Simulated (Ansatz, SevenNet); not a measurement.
For cubic perovskite BaHfO3, the machine-learned potential SevenNet-l3i5 (trained on PBE and PBE+U data) gives:

- equilibrium lattice constant a: 4.203 Å
- bulk modulus: 158 GPa
- elastic constant C11: 308 GPa
- elastic constant C44: 89.7 GPa
- polycrystal shear modulus: 98.3 GPa

Task: What does HSE06 in Ansatz (PAW) give for the same quantities?

Result: 
- lattice constant a: 4.175 Å (shrinks by 0.7 %)
- bulk modulus: 170 GPa (grows by 7.6 %)
- elastic constant C11: 338 GPa (rises by 9.7 %)
- elastic constant C44: 98.5 GPa (grows by 9.8 %)
- Voigt–Reuss–Hill shear modulus: 109 GPa (rises by 11 %)

For comparison: lattice constant a 4.171 Å (measured, room temperature, no zero-point or thermal correction, sources range from 4.171 to 4.180; as tabulated in Zhao et al. (2008), arXiv:0809.3506).

Changes are worked out from the printed values.

Unless a cell is named, each level is at its own relaxed cell (SevenNet-l3i5 14.85, HSE06 14.55 Å³/atom).

Levels without +SOC leave out spin–orbit coupling, which shifts energies and cells of such heavy elements.

Caveats: the relaxation could not lower the start's symmetry, so the cell can be a saddle point above a distorted one (SevenNet-l3i5, HSE06). Ansatz's density-functional and Hartree–Fock values are scalar-relativistic unless marked +SOC, with PAW data made under PBE.

Ansatz is a program for electronic structure.
